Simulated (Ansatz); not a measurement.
Band structure of PtSe2 (P-3m1, 3 atoms in the cell).

```xyz
3
Lattice="1.8187 -3.1502 0.0000 1.8187 3.1502 0.0000 0.0000 0.0000 4.9540" Properties=species:S:1:pos:R:3 pbc="T T T"
Pt     0.0000     0.0000     0.0000
Se     1.8187     1.0501     1.2633
Se     1.8187    -1.0501     3.6907
```

Level of theory: PBE, PAW files (plane waves; Ansatz, an electronic-structure program).

Settings: kpoints.mp_grid.grid = 8 8 5; hamiltonian.xc = pbe; hamiltonian.pseudopotentials = {kind: paw} (an earlier, softer set of the program's PAW files); scf.occupations.method = fermi_dirac; scf.occupations.width = 0.02 eV; kpoints.band_path.npoints = 8.

The starting cell has typed, rounded lattice constants, without a prior relaxation at this level. Its lattice was rescaled by a random factor within 2.5 % of one. Spin-orbit coupling is off. Spin polarisation is off.

Levels in eV from the Fermi level, bands 22 to 29:
```
point     22     23     24     25     26     27    28    29
-----  -----  -----  -----  -----  -----  -----  ----  ----
Γ      -2.94  -1.20  -1.20   0.40   1.37   1.37  3.34  4.59
M      -3.90  -3.86  -3.76  -3.24   0.55   2.47  4.97  5.75
K      -4.19  -3.01  -2.03  -2.03  -0.11  -0.11  3.86  7.71
A      -3.36  -1.80  -1.72  -1.72   2.41   2.41  4.70  6.69
L      -3.88  -3.56  -3.06  -1.57   0.82   1.67  4.50  4.68
H      -4.76  -4.09  -2.84  -2.84   2.11   2.11  6.89  7.23
```

Bands cross the Fermi level along this path, so the cell is metallic at this level.

Keys are those of Ansatz 0.2.
